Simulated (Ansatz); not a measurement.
## Effect of 1 layer on hypothetical CdI2 type MnF2

Consider MnF₂ in the CdI2 type structure (space group P-3m1, No. 164; a = 3.303 Å, c = 4.086 Å; ferromagnetic; a hypothetical phase, not in the database extracts checked; layered, stacked along the Cartesian z axis).

One thing is altered: a free-standing slab of 1 layer (3 atoms, 3 a layer) is cut normal to the stacking axis, with 15 Å of vacuum and the in-plane cell relaxed.

Level of theory: r2SCAN+rVV10/PAW in Ansatz (a first-principles code), no spin-orbit coupling. Settings: 11×11×1 k-points, 0.05 eV Fermi–Dirac smearing, for the changed cell.

- Band gap = 3.02 eV (base 2.22 eV)
- Gap character = direct at Γ
- Electron mass (in plane) = 0.58 mₑ (at Γ)
- Magnetic state = ferromagnetic (base ferromagnetic)
- Largest site moment = 4.26 μB (base 4.25 μB)
- Excess energy per area of both faces (slab less bulk energy over the cell's area: twice a surface energy) = 0.25 J/m²
- Thickness between the outermost nuclei = 1.91 Å
- In-plane lattice parameter a = 3.290 Å (base 3.303 Å)

Slab and bulk use different k-meshes, which limits the precision of the excess energy. Effective masses come from finite differences of ±0.01 Å⁻¹. Stability against distortions was not tested. No Hubbard U is applied and the magnetic state is the run's own (MnF2 ferromagnetic); small cells can't hold the antiferromagnetic order that many such compounds have, so gaps and moments can be off.
